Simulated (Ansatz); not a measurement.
The parent structure is CdSe in the zinc blende structure (space group F-43m, No. 216; a = 6.133 Å). Axes: x, y, z lie along the cube axes.

The values are results of plane-wave PAW DFT at the r2SCAN level (Ansatz, a program for electronic structure, 500 eV), without spin-orbit coupling, not measurements.

Strains are applied to the cell and any free atomic positions relax.

One change was made to it. Results:

| quantity | base | after |
|---|---|---|
| band gap | 1.04 eV | 1.00 eV |
| valence-band top at Γ (three highest levels, from the VBM) | 0.00, 0.00, 0.00 eV | 0.00, -0.04, -0.08 eV |
| energy relative to the base (free energy F) | 0 meV/atom | +0.6 meV/atom |
| gap character | direct at Γ | direct at Γ |

Question: Which change produced these results?
(A) tensor shear ε_xy = +0.86 %
(B) tensor shear ε_xy = +2.00 %
(C) tensor shear ε_xy = +1.71 %

Answer: A, tensor shear ε_xy = +0.86 %. For comparison, the band gap in the other runs: tensor shear ε_xy = +2.00 % gives 0.94 eV; tensor shear ε_xy = +1.71 % gives 0.95 eV.

No phonon test of stability was made. k-point labels follow each cell's own Brillouin zone.
